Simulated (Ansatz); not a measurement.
# Zr3N4 (R-3m, No. 166, 7 atoms in the cell; start mp-754353; a measured phase of this formula has another space group)

Level of theory: PBEsol (PAW; Ansatz, a program for electronic structure).

Settings: plane-wave cutoff 520 eV, 12×12×12 k mesh, Fermi–Dirac smearing 0.01 eV, scalar-relativistic PAW data made under PBE.

Cell (relaxed at this level):

```cif
data_N4Zr3
_chemical_formula_sum 'Zr3 N4'
_space_group_name_H-M_alt 'P 1'
_space_group_IT_number 1
_cell_length_a 8.56549
_cell_length_b 8.56549
_cell_length_c 8.56549
_cell_angle_alpha 23.007
_cell_angle_beta 23.007
_cell_angle_gamma 23.007
loop_
_space_group_symop_operation_xyz
  'x, y, z'
loop_
_atom_site_label
_atom_site_type_symbol
_atom_site_fract_x
_atom_site_fract_y
_atom_site_fract_z
_atom_site_occupancy
Zr1 Zr 0.22234 0.22234 0.22234 1
Zr2 Zr 0.77766 0.77766 0.77766 1
Zr3 Zr 0.00000 0.00000 0.00000 1
N1 N 0.62159 0.62159 0.62159 1
N2 N 0.37841 0.37841 0.37841 1
N3 N 0.86778 0.86778 0.86778 1
N4 N 0.13222 0.13222 0.13222 1
```

- band gap = 0.99 eV
- smallest direct gap on the k points sampled = 1.03 eV

Spin–orbit coupling is not included.

Static lattice: no zero-point or thermal effects.

A start named mp-… is a Materials Project structure, which need not be a measured phase.
